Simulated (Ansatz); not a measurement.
The reference is Pb in the fcc (Cu type) structure (space group Fm-3m, No. 225; a = 4.934 Å; relaxed with 0.1 eV smearing).

Method: PBEsol (Ansatz, a program for electronic structure; PAW; 420 eV plane waves; without spin-orbit coupling).

For the base:

```
Item       Result
--------  -------
Pressure  0.0 GPa
Band gap     zero
```

Modification: an isotropic linear strain of +0.50 %, atoms relaxed at fixed cell.

Question: What happens to the energy relative to the base, pressure and band gap?

Answer: The energy increases by 1.0 meV/atom; the pressure goes from zero to -0.7 GPa; the band gap remains zero.

Stability against distortions was not tested.
